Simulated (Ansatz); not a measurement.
# LiH in the rock salt structure (space group Fm-3m, No. 225)

Space group Fm-3m (No. 225); a = b = c = 4.007 Å, α = β = γ = 90.00°

```csv
atom,site,symmetry,x,y,z
H,4a,m-3m,0.0000,0.0000,0.0000
Li,4b,m-3m,0.5000,0.5000,0.5000
```
(The calculation used a cell of 2 atoms; values per cell refer to that cell.)

Method: Ansatz (a first-principles code) PBE, spin-orbit coupling left out, earlier PAW set. Settings: 14×14×14 k-points, 0.05 eV Fermi–Dirac smearing.

* **Volume per atom**: 8.04 Å³
* **Density**: 0.82 g/cm³
* **Band gap**: 2.98 eV, direct at X
* **Electron mass**: 0.12 mₑ along k, 1.0 mₑ across
* **Lowest conduction-band minima above the VBM**: X along ⟨100⟩ 2.98 eV
* **Total energy**: -110.696 eV/atom (σ→0; compares only within this code and set-up)

Effective masses come from finite differences of ±0.01 Å⁻¹. Along k means along the line from Γ to the band edge. Stability against distortions was not tested.
